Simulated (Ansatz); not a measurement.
**Sn under a change: Li interstitial (started 2.13 Å from the nearest host atom), symmetric start**

The parent structure is an 8-atom supercell of Sn (space group I4_1/amd, No. 141; a = 5.947 Å, c = 3.212 Å) at its relaxed geometry.

Now apply this change: a neutral Li interstitial (started 2.13 Å from the nearest host atom), symmetric start, atoms relaxed at fixed cell.

The values are results of PBE (Ansatz, a program for electronic structure, PAW, without spin-orbit coupling), not measurements. Settings: 7×7×7 k-points, 0.05 eV Fermi–Dirac smearing.

The pressure goes up by 4.4 GPa (0.1 GPa → 4.5 GPa) and the largest displacement of a host atom from its site in the perfect cell comes out as 0.53 Å. The final site of the added atom amounts to 7 Sn at 2.61–2.90 Å.

The cell is small, so the values are those of an ordered compound at a high defect concentration; dilute-limit values will differ. The defect started on the symmetric site and kept its symmetry, so it may sit on a saddle. The defect cell is not spin-polarised.
